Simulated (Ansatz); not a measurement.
Ansatz (a program for electronic structure) run on Fe2Si (I4/mmm, 3 atoms in the cell): relaxation of cell and atoms.

Computed with PBEsol, default PAW files made with PBE (plane waves; Ansatz).

The change in words: atoms on their sites; basis.ecutwfc: 420 eV → 505 eV; relax: default → cell and atoms. Reference geometry:
```
Fe2Si
1.0
   -1.34344     1.34344     4.43921
    1.34344    -1.34344     4.43921
    1.34344     1.34344    -4.43921
Fe Si
2 1
Direct
  0.34526   0.34526   0.00000
  0.66037   0.66037   0.00000
  0.00000   0.00000   0.00000
```
Moments meant for the start (each program seeds them in its own way; μB, in the order of the atoms Fe Fe Si): 4.0 4.0 0.0.

Reference input (self-consistent single point, DFT, PBEsol, plane waves, default PAW files made with PBE): basis.ecutwfc = 420 eV; kpoints.mp_grid.grid = 8 8 8; hamiltonian.xc = pbesol; hamiltonian.pseudopotentials = {kind: paw} (the program's default PAW files); magnetization.spin_polarized = true; scf.occupations.method = gaussian; scf.occupations.width = 0.1 eV. This run's input differs from it in these lines:

Ansatz 0.2 input:
```diff
@@ -7,3 +7,3 @@
   atoms:
-    - { symbol: Fe, position: [0.34526200, 0.34526200, 0.00000000], spin: 4.0 }
+    - { symbol: Fe, position: [0.33963000, 0.33963000, 0.00000000], spin: 4.0 }
     - { symbol: Fe, position: [0.66037000, 0.66037000, 0.00000000], spin: 4.0 }
@@ -11,3 +11,3 @@
 basis:
-  ecutwfc: 420.0
+  ecutwfc: 505.0
 kpoints:
@@ -21,2 +21,4 @@
   occupations: { method: gaussian, width: 0.1 }
+relax:
+  cell: {}
 output:
```

Output, abridged:

```
   [... SCF lines of the steps left out ...]
relax step   1: F+E_penalty+E_count = -9520.27131267 eV  Δ(F+E_penalty+E_count) = +0.000e0 eV  max|allowed force component| = 1.050e-1 eV/Å  Δτ_max = 0.0000 Å  P = -6.422 GPa  Ω = 32.048 Å³  (14 SCF iters, dr2 threshold 1.00e-7 eV, accepted)
relax step   2: F+E_penalty+E_count = -9520.28672035 eV  Δ(F+E_penalty+E_count) = -1.541e-2 eV  max|allowed force component| = 3.523e-2 eV/Å  Δτ_max = 0.0045 Å  P = -2.787 GPa  Ω = 31.544 Å³  energy of the carried Pulay correction = +1.631e-4 eV  (9 [...]
relax step   3: F+E_penalty+E_count = -9520.29003701 eV  Δ(F+E_penalty+E_count) = -3.317e-3 eV  max|allowed force component| = 1.006e-2 eV/Å  Δτ_max = 0.0027 Å  P = +0.144 GPa  Ω = 31.170 Å³  energy of the carried Pulay correction = +2.866e-4 eV  [...]
relax step   4: F+E_penalty+E_count = -9520.29004398 eV  Δ(F+E_penalty+E_count) = -6.971e-6 eV  max|allowed force component| = 2.282e-3 eV/Å  Δτ_max = 0.0006 Å  P = +0.005 GPa  Ω = 31.187 Å³  energy of the carried Pulay correction = +2.808e-4 eV  (7 [...]
relax step   5: F+E_penalty+E_count = -9520.28978061 eV  Δ(F+E_penalty+E_count) = +2.634e-4 eV  max|allowed force component| = 2.413e-3 eV/Å  Δτ_max = 0.0000 Å  P = -0.000 GPa  Ω = 31.187 Å³  stress off target by 6.21e-3 GPa  SCF on the basis [...]
basis re-selected at this cell: Δ(F+E_penalty+E_count) = +2.634e-4 eV, ΔP = -0.006 GPa vs the last step
the relaxation is at rest under the 16 symmetry operations that the run kept from its start: a minimum is not shown …
the relaxation's final electronic state is not compared with the one that a single-point calculation of its input finds at the relaxed geometry …
Magnetization: 2.3239 μB (19.1620 up, 16.8380 down)
   [... lines left out ...]
Absolute magnetization: 2.5841 μB (∫|ρ↑−ρ↓|, with the PAW one-centre terms)
Free energy (F): -9520.289781 eV
Fermi energy:    18.811456 eV
  cell:  # Å, volume = 31.1873 Å³
   [... lines left out ...]
    - [1.331302256155723, -1.331302256155723, 4.399110674589136]
    - [1.331302256155723, 1.331302256155723, -4.399110674589136]
  atoms:
    - { symbol: Fe, position: [0.33888323535641646, 0.33888323535641646, -1.0637287171911169e-36] }
    - { symbol: Fe, position: [0.6611167646435837, 0.6611167646435837, 3.619671475606081e-36] }
    - { symbol: Si, position: [-1.3066463536063307e-36, 1.1199825888054263e-36, -1.8666376480090438e-37] }
```

The run converged. 

Summary of the result:
- Free energy E − TS (on the zero of these files): -9520.2898 eV
- Fermi level (on the code's own zero): 18.81 eV
- Pressure: 0.00 GPa
- Largest force (vector length): 0.002 eV/Å
- Size of the cell's spin moment: 2.32 μB
- Final cell: a = b = c = 4.785 Å, α = β = 147.69°, γ = 46.34°
- Final volume per atom: 10.40 Å³
- Relaxation steps: 5

The starting cell comes from a database of computed structures (which also holds hypothetical and non-ambient phases and stackings), without a prior relaxation at this level. Its lattice was rescaled by up to half a per cent. The magnetic order is the one reached from the typed start; others were not searched systematically. The relaxation keeps the symmetry of its start, so its end need not be a minimum. Ansatz's pressure includes its estimate of the finite-basis (Pulay) stress.
